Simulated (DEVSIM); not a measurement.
Structure: Al0.15Ga0.85As/GaAs p-n heterojunction, at 300 K.

```
layer (left to right)        material  thickness (μm)  Nd (cm⁻³)  Na (cm⁻³)  τn (s)  τp (s)
---------------------  --------------  --------------  ---------  ---------  ------  ------
1                      Al0.15Ga0.85As          0.0790          -     3.8e17  1.6e-9  1.6e-9
2                                GaAs           0.830       5e15          -  1.6e-9  1.6e-9
```

Left contact: ohmic. Right contact: ohmic. Voltage is applied to the left contact. Recombination: SRH at mid-gap. Mobility is μmin + (μ − μmin)/(1 + (N/Nref)^α).

This is a model device: material constants are rounded textbook-type values typed into the input, and sizes, dopings and lifetimes were drawn at random. Values at 300 K. The table also holds parameters that only a changed run uses.

```csv
parameter,Al0.15Ga0.85As,GaAs
gap (eV),1.611,1.424
affinity (eV),3.9515,4.07
permittivity,12.47,12.9
Nc (cm⁻³),5.6e17,4.7e17
Nv (cm⁻³),9e18,9e18
μn (cm²/Vs),5695,8500
μp (cm²/Vs),282,400
"μn,min",500,500
"μp,min",20,20
"Nref,n",6e16,6e16
"Nref,p",1.5e17,1.5e17
αn,0.39,0.39
αp,0.38,0.38
Cn (cm⁶/s),1e-30,1e-30
Cp (cm⁶/s),1e-30,1e-30
```

Simulated with DEVSIM: 1D drift-diffusion, Boltzmann statistics, complete ionisation; no tunnelling, impact ionisation, image-force lowering or self-heating. Band offsets follow the typed affinities; no thermionic-emission limit at abrupt steps, no polarisation charge.

Base results: dark forward voltage at 1 A/cm² (V) 0.983; dark forward voltage at 100 A/cm² (V) 1.124; potential step across the device at zero bias (V) 1.293; largest field in the device at zero bias (V/cm) 69000.

Q: What follows from this one change: thickness of layer 2 0.83 → 0.5 μm?

A: dark forward voltage at 1 A/cm² 0.983 → 0.966 V; dark forward voltage at 100 A/cm² 1.124 → 1.106 V; potential step across the device at zero bias little changed (1.293 V); largest field in the device at zero bias little changed (69000 V/cm).

Q: What follows from this one change: doping Nd of layer 2 5e+15 → 1.5e+16 cm^-3?

A: dark forward voltage at 1 A/cm² 0.983 → 1.016 V; dark forward voltage at 100 A/cm² 1.124 → 1.149 V; potential step across the device at zero bias 1.293 → 1.322 V; largest field in the device at zero bias 69000 → 82000 V/cm.

Q: What follows from this one change: constant mobility in place of the doping-dependent one?

A: dark forward voltage at 1 A/cm² 0.983 → 0.978 V; dark forward voltage at 100 A/cm² 1.124 → 1.117 V; potential step across the device at zero bias little changed (1.293 V); largest field in the device at zero bias little changed (69000 V/cm).
